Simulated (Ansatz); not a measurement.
Functionals compared on F on the 1x1 (110) surface of bcc W, one in a 2x2 cell, started at the site 'hollow W-W-W', in Ansatz (plane waves, PAW). The structure was relaxed with PBE; the other rows are single points on it, each with its references at the same level. Cutoff 420 eV (500 eV for r2SCAN).

Set-up: 17 atoms, 6.6 Å thick at the start under the adsorbate (thin: gaps and levels are the slab's own); mesh 6x6x1; 0.1 eV smearing; dipole correction on; 8 atoms held, the rest relaxed; start symmetry kept, larger cells not searched; no spin, no spin-orbit, no U, no dispersion correction. At the end it is bonded to 3 W. In PBE this state lies 0.08 eV over the lowest of the starts that converged ('bridge W-W (span 2.8 Å)'). These notes are the PBE run's. Adsorption energies are against ½ F2(g). A negative adsorption energy means that the adsorbate is more stable on the surface than in its reference.

```json
[
 {"functional": "PBE", "adsorption energy (eV)": "-3.70", "work function of the top face (eV)": "4.83", "change of the work function (eV)": "0.01", "rough cost of the single point": "–"},
 {"functional": "RPBE", "adsorption energy (eV)": "-3.49", "work function of the top face (eV)": "4.68", "change of the work function (eV)": "0.00", "rough cost of the single point": "around 100 core-seconds (rough)"},
 {"functional": "r2SCAN", "adsorption energy (eV)": "…", "work function of the top face (eV)": "…", "change of the work function (eV)": "0.00", "rough cost of the single point": "around 4 core-minutes (rough)"}
]
```

Problem. What belongs in the gaps?

Solution. 
- r2SCAN, adsorption energy (eV): -4.04
- r2SCAN, work function of the top face (eV): 4.89

Ansatz is an electronic-structure program.
